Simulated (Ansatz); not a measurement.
Consider the following.

```yaml
crystal:
  lattice:
    - [3.43644, 0.00000, 0.00000]
    - [-1.71822, 2.97605, 0.00000]
    - [0.00000, 0.00000, 4.40441]
  atoms:
    - { symbol: Ca, position: [0.00000, 0.00000, 0.00000] }
    - { symbol: H, position: [0.66667, 0.33333, 0.52095] }
    - { symbol: H, position: [0.33333, 0.66667, 0.47905] }
    - { symbol: O, position: [0.66667, 0.33333, 0.74228] }
    - { symbol: O, position: [0.33333, 0.66667, 0.25772] }
```

No spin polarisation.

All numbers come from Ansatz (a first-principles code) PBEsol, no SOC. Γ-centred 11×11×7 mesh, Fermi–Dirac width 0.05 eV.

Q: What is the computed electron mass?

A: 0.51 mₑ along c, 0.43 mₑ across (at Γ).

Q: Estimate the gap character.

A: Direct at Γ.

Q: Predict the width of the top valence band.

A: 0.98 eV.

Q: What band gap does the calculation give?

A: 4.83 eV.

Load acts through the strain it causes; cell and atoms are relaxed under it. Masses are band curvatures over ±0.01 Å⁻¹ around the edge. Stability against distortions was not tested. Competing high-pressure phases were not computed. The cell was made from Ca(OH)₂ (space group P-3m1, No. 164; layered) by this change: pressure 9 GPa. No dispersion term is included in the PBEsol runs.
